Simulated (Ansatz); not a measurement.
Take CaSe in the rock salt structure (space group Fm-3m, No. 225; a = 5.8685 Å) as the base.

The values are results of PBEsol in Ansatz (plane waves to 420 eV, PAW, scalar-relativistic without spin-orbit coupling), not measurements.

Strains are applied to the cell and any free atomic positions relax.

One change was made to it. Results:

| quantity | base | after |
|---|---|---|
| hole mass (degenerate bands, along [100]) | 0.17, 0.91, 0.91 mₑ (at Γ) | 0.17, 0.86, 0.86 mₑ (at Γ) |
| band gap | 1.88 eV | 1.75 eV |
| energy relative to the base (free energy F) | 0 meV/atom | +8.7 meV/atom |
| gap character | indirect, Γ → X | indirect, Γ → X |

**Question.** Which change produced these results?
A) isotropic strain −0.50 %
B) isotropic strain −3.00 %
C) isotropic strain −1.50 %
D) isotropic strain +3.00 %
E) isotropic strain +2.50 %

**Answer.** C, isotropic strain −1.50 %. For comparison, the band gap in the other runs: isotropic strain −3.00 % gives 1.61 eV; isotropic strain −0.50 % gives 1.84 eV; isotropic strain +3.00 % gives 2.08 eV; isotropic strain +2.50 % gives 2.05 eV.

Masses are band curvatures over ±0.01 Å⁻¹ around the edge. Stability against distortions was not tested.

Ansatz is a first-principles code.
